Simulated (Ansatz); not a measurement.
Here is the system:

End structure of the (110) surface of rock-salt PbS in its 1x1 cell (cut with top plane Pb + S, bottom plane Pb + S), outermost plane spacing 2.12 Å in the ideal cut:

```xyz
12
Lattice="4.2486 0.0000 0.0000 0.0000 6.0085 0.0000 0.0000 0.0000 27.0000" Properties=species:S:1:pos:R:3 pbc="T T T"
Pb     2.1243     3.0042     8.1036
S      2.1243     0.0000     8.2542
Pb     0.0000     0.0000    10.0400
S      0.0000     3.0042     9.8707
Pb     2.1243     3.0042    12.5102
S      2.1243     0.0000    12.6713
Pb     0.0000     0.0000    14.4901
S      0.0000     3.0042    14.3285
Pb     2.1243     3.0042    16.9603
S      2.1243     0.0000    17.1289
Pb     0.0000     0.0000    18.8963
S      0.0000     3.0042    18.7459
```

Set-up: 12 atoms, Pb6S6, 10.6 Å thick at the start; mesh 6x4x1; 0.025 eV smearing; dipole correction on; single point; on the structure that PBE left under its start's symmetry; no spin, no spin-orbit, no U.

Question: Estimate the gap of the slab on its k-mesh that Ansatz (a first-principles code) with r2SCAN, at the PBE geometry returns for this input.

Answer: 1.54 eV

Question: Estimate the highest filled level below the top vacuum level that r2SCAN, at the PBE geometry returns for this input.

Answer: 4.80 eV

Question: Estimate the surface energy (mean of both faces) that r2SCAN, at the PBE geometry returns for this input.

Answer: 0.32 J/m²
